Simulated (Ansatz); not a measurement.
HgS: response to strain

Start from HgS in the zinc blende structure (space group F-43m, No. 216).

```
CELL_PARAMETERS angstrom
      0.00000     2.93793     2.93793
      2.93793     0.00000     2.93793
      2.93793     2.93793     0.00000
ATOMIC_POSITIONS crystal
  Hg 0.00000 0.00000 0.00000
  S  0.25000 0.25000 0.25000
```

Cartesian axes are those of the cell as printed.

Strains are applied to the cell and any free atomic positions relax; under biaxial strain the out-of-plane vector relaxes too.

All numbers come from Ansatz (an electronic-structure program) PBEsol, no SOC.

Notes on the quantities. energy relative to the base: free energy F; pressure: mean of the normal stresses, compression positive.

| variant | energy relative to the base | pressure | shortest interatomic distance |
|---|---|---|---|
| base | 0 meV/atom | 0.0 GPa | 2.544 Å |
| biaxial strain −2.08 %, plane normal [111], relaxed out of plane | +6.3 meV/atom | 1.3 GPa | 2.515 Å |
| biaxial strain −1.25 %, plane normal [111], relaxed out of plane | +2.3 meV/atom | 0.8 GPa | 2.527 Å |
| biaxial strain −0.42 %, plane normal [111], relaxed out of plane | +0.3 meV/atom | 0.3 GPa | 2.539 Å |
| biaxial strain +0.42 %, plane normal [111], relaxed out of plane | +0.3 meV/atom | -0.3 GPa | 2.548 Å |
| biaxial strain +0.83 %, plane normal [111], relaxed out of plane | +1.0 meV/atom | -0.5 GPa | 2.552 Å |
| biaxial strain +1.25 %, plane normal [111], relaxed out of plane | +2.4 meV/atom | -0.8 GPa | 2.556 Å |
| biaxial strain +1.67 %, plane normal [111], relaxed out of plane | +4.3 meV/atom | -1.1 GPa | 2.560 Å |
| biaxial strain +2.08 %, plane normal [111], relaxed out of plane | +6.6 meV/atom | -1.3 GPa | 2.564 Å |
| biaxial strain +2.50 %, plane normal [111], relaxed out of plane | (withheld) | (withheld) | (withheld) |

**Question.** Complete the table.

**Answer.** 
- biaxial strain +2.50 %, plane normal [111], relaxed out of plane, energy relative to the base: +9.6 meV/atom
- biaxial strain +2.50 %, plane normal [111], relaxed out of plane, pressure: -1.6 GPa
- biaxial strain +2.50 %, plane normal [111], relaxed out of plane, shortest interatomic distance: 2.566 Å

A case with no gap was solved on a k-mesh chosen for an insulator, which is coarse for it. Whether these cells are dynamically stable was not tested. All final runs are without spin polarisation.
